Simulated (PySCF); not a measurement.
PySCF 2.14.0, PBE/def2-svpd, df: Hf(NH)(NH2)2 ([NH]=[Hf]([NH2])[NH2]), 9 atoms. The geometry is a generated start, not checked to be a minimum at this level.

| Property | Value |
|---|---|
| task | energy |
| method | pbe |
| basis | def2-svpd |
| two-electron scheme | density fitting |
| mol.max_memory | 3000 MB |
| mf.max_cycle | 100 |
| mf.init_guess | minao (default) |
| mf.DIIS | CDIIS (default) |
| mf.conv_tol | 1e-09 (default) |
| mf.grids.level | 3 (default) |
| effective core potentials | those of the basis set, past Kr |
| basis functions | 135 |
| grid points | 114544 |

```xyz
9

Hf    -0.0650     0.0157    -0.0952
N     -0.7761    -1.4022    -1.1617
H     -0.4572    -2.3301    -0.8186
N      1.0760    -0.7021     1.4058
H      1.2008    -1.6966     1.5790
H      1.6728    -0.2117     2.0666
N     -0.6291     1.8130    -0.8850
H     -0.7961     2.6838    -0.3815
H     -1.2261     1.8303    -1.7095
```

Charge 0 and multiplicity 1 are set for this test and not shown to be the ground state.

One run each on 2 threads, 1 BLAS thread. Values of diis_space tried: 3, 5, 8 (default), 12, 20.

Question: Predict the course of the Fock builds along this series.

Answer: Fewest Fock builds, within one of each other: 8 (default) with 15, 12 with 15, 20 with 15. The count rises to 45 at 3. All converge to one solution.

```
diis_space   Fock builds            end
-----------  -----------  -------------
3                     45  same solution
5                     18  same solution
8 (default)           15  same solution
12                    15  same solution
20                    15  same solution
```
